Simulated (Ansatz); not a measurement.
Ansatz (a quantum-chemistry and plane-wave program) run on KMgF₃ (Pm-3m, 5 atoms in the cell): zone-centre phonon calculation.

Method of the run: LDA (PW92), default PAW files made with PBE (plane waves; Ansatz).

```
CELL_PARAMETERS angstrom
      4.00995     0.00000     0.00000
      0.00000     4.00995     0.00000
      0.00000     0.00000     4.00995
ATOMIC_POSITIONS crystal
  K  0.00000 0.00000 0.00000
  Mg 0.50000 0.50000 0.50000
  F  0.50000 0.00000 0.50000
  F  0.00000 0.50000 0.50000
  F  0.50000 0.50000 0.00000
```

Reference input (self-consistent single point, DFT, LDA (PW92), plane waves, default PAW files made with PBE): basis.ecutwfc = 420 eV; kpoints.mp_grid.grid = 6 6 6; hamiltonian.xc = lda; hamiltonian.pseudopotentials = {kind: paw} (the program's default PAW files); scf.occupations.method = fermi_dirac; scf.occupations.width = 0.02 eV. This run's input differs from it in these lines:

Ansatz 0.2 input:
```diff
@@ -13,3 +13,3 @@
 basis:
-  ecutwfc: 420.0
+  ecutwfc: 210.0
 kpoints:
@@ -20,7 +20,7 @@
 scf:
-  occupations: { method: fermi_dirac, width: 0.02 }
-output:
-  forces: true
-  eigenvalues: true
-  stress: true
+  occupations: { method: fixed }
+phonons:
+  method: dfpt
+  dielectric: true
+  rigid_motions: translations
```

Log, with long lists cut:

```
SCF iter   1: F=—  HF=-5763.577411 eV  |F-HF|=—  |Δ(HF+E_count)|=         —  Δρ=1.92e-1  dr2=8.92e0  ethr=1.77e-3  ⟨swp⟩=4.6  Hψ=8648  notcnv=0  defer=203
all-band conjugate gradients solve this SCF's bands
preconditioner: auto → Resta (q_TF=auto, 2.520 Å⁻¹)
SCF iter   2: F=—  HF=-5760.123372 eV  |F-HF|=—  |Δ(HF+E_count)|=    3.45e0  Δρ=4.36e-2  dr2=2.88e-1  ethr=1.77e-3  ⟨swp⟩=2.2  Hψ=4164  notcnv=0  defer=123
   [... lines left out ...]
SCF iter   6: F=—  HF=-5760.001727 eV  |F-HF|=—  |Δ(HF+E_count)|=   1.28e-8  Δρ=2.90e-5  dr2=4.29e-7  ethr=2.04e-8  ⟨swp⟩=1.1  Hψ=2064  notcnv=0  defer=85
SCF iter   7: F=—  HF=-5760.001727 eV  |F-HF|=—  |Δ(HF+E_count)|=   2.28e-7  Δρ=4.52e-6  dr2=1.59e-8  ethr=1.07e-9  ⟨swp⟩=2.7  Hψ=3007  notcnv=0  defer=81
SCF iter   8: F=—  HF=-5760.001727 eV  |F-HF|=—  |Δ(HF+E_count)|=   2.04e-9  Δρ=6.83e-7  dr2=3.77e-10  ethr=3.97e-11  ⟨swp⟩=2.0  Hψ=2826  notcnv=0  defer=81
SCF iter   9: F=-5760.001727 eV  HF=-5760.001727 eV  |F-HF|=2.73e-12  |Δ(HF+E_count)|=  1.06e-10  Δρ=1.03e-7  dr2=7.32e-12  ethr=1.00e-12  ⟨swp⟩=9.8  Hψ=11294  notcnv=0
SCF 1 converged in 9 iterations: F = -5760.001727 eV  dr2 = 7.32e-12
DFPT response loops at Γ: preconditioner auto → none (the input reference at scf.mixing.eps_inf says where Resta's filter doesn't serve); β = 0.50 …
Free energy (F): -5760.001727 eV
Internal energy: -5760.001727 eV  (E = F + TS)
E sigma→0 (E₀):  -5760.001727 eV
Fermi energy:    2.394162 eV
--- Phonons (Γ-DFPT): 4 representative perturbations + reference, on 80 of 216 k-points (Σ response iterations 15) ---
  k mesh reduced under 2 symmetry operations, with k and −k counted as one. Each operation leaves every solved perturbation unchanged …
  ASR residual: 7.829e-5 → 0.000e0 eV/Å²; symmetrization residual: 1.092e-5 eV/Å²
   [... lines left out ...]
  k-mesh period / interband length: 24.1 Å / 0.82 Å = 29.37 at k = (0.0000, 0.0000, 0.0000), direct gap 7.222 eV — 14 or more, which is no proof of convergence
   [... lines left out ...]
        535.52      1             6.3846
  optical modes at Γ + LO–TO along q̂ = [0.0000, 0.0000, 1.0000]:
      ω (cm⁻¹)  modes    IR ((D/Å)²/amu)
        197.59      2             2.3826
        215.12      1             0.1706
        288.01      3             0.0000
        341.85      2            13.4471
        445.08      1             2.3577
        486.19      2             1.9962
        535.52      1             6.3846
```

The run converged in 9 iterations. 

Summary of the result:
| Item | Value |
|---|---|
| Free energy E − TS (on the zero of these files) | -5760.0017 eV |
| Top of the valence band (on the code's own zero) | 2.39 eV |
| Gap on the k-point mesh | 6.46 eV |
| Zone-centre frequencies (cm⁻¹; negative means imaginary) | 0, 0, 0, 198, 198, 198, 288, 288, 288, 342, 342, 342, 486, 486, 486 |
| ε∞ at this k-point mesh, which may be far from converged in small-gap cells (xx, yy, zz) | 2.12, 2.12, 2.12 |
| Born charges at this mesh (mean of the diagonal, e) | K 1.21, Mg 2.00, F -1.07, F -1.07, F -1.07 |

The starting cell has typed, rounded lattice constants, without a prior relaxation at this level. Its lattice was rescaled by up to half a per cent. The cutoff lies below the one recommended for these files. The frequencies listed for the zone centre hold no LO-TO term.
